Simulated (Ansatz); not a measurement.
CH3 on the 1x1 (111) surface of fcc Pt, one in a 2x2 cell, energies for each (27.3 Å²). Energies are against CH4(g) − ½ H2(g), without zero-point or thermal terms; each row is named by its start.

Level of theory: PBE (plane waves to 420 eV, PAW; Ansatz, a first-principles code).

**Question.** Which site binds most strongly?
A) hollow Pt-Pt-Pt over Pt at depth 2.3 Å
B) top Pt
C) hollow Pt-Pt-Pt over Pt at depth 4.6 Å

**Answer.** B, top Pt. Adsorption energies: top Pt 0.48 eV; hollow Pt-Pt-Pt over Pt at depth 4.6 Å 1.27 eV; hollow Pt-Pt-Pt over Pt at depth 2.3 Å 1.38 eV.
